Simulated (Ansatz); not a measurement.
Substrate model: Si(111) 1x1 surface, 6 top atoms, 3 bilayers, bottom bilayer H-capped and fixed, every top atom capped by H; cell 11.5 x 6.6 Å; one H replaced by OH; about 7 Å thick over the host's atoms, 18 atoms held. Level of theory: PBE-D3(BJ) (plane waves to 420 eV, PAW; Ansatz, a first-principles code). Sampling: 1x2x1 k points. The slab states were run without spin polarisation. Slab thickness, cell and mesh are as stated and are not converged limits. No zero-point or entropy terms are included.

End point of the saddle search for this step: the surface fragment of SiH2Cl2 exchanges a second ligand with a neighbouring Si-H group, starting from the surface left by an earlier step (SiH2Cl2 exchanges a ligand with a surface O-H group and HCl forms), after HCl has left. Atoms near the reaction:

| atom | x (Å) | y (Å) | z (Å) |
|---|---|---|---|
| Si(1) | 2.057 | 3.367 | 9.371 |
| Si(2) | 1.945 | 1.112 | 8.755 |
| Si(3) | 0.028 | 4.456 | 8.842 |
| H(15) | 1.922 | 3.428 | 11.040 |
| Si(19) | 3.875 | 4.499 | 8.490 |
| H(30) | 3.867 | 6.483 | 10.930 |
| O(47) | 4.949 | 3.343 | 11.022 |
| Si(a0) | 3.468 | 3.265 | 11.819 |
| Cl(a2) | 0.938 | 3.225 | 12.605 |
| H(a3) | 3.486 | 4.477 | 12.659 |
| H(a4) | 3.410 | 1.872 | 12.302 |

Which atoms move along the unstable mode, and how sharp is the barrier?


```
atom        x      y  z (unit mode)
------  -----  -----  -------------
H(15)   -0.53  -0.01           0.45
Cl(a2)  -0.35   0.07          -0.18
Si(a0)   0.07   0.06          -0.32
H(a3)   -0.23   0.01          -0.21
```
The curvature along the mode is -2.5 eV/Å^2 (its overall sign is arbitrary for the vector); the point lies 2.21 eV over the start.
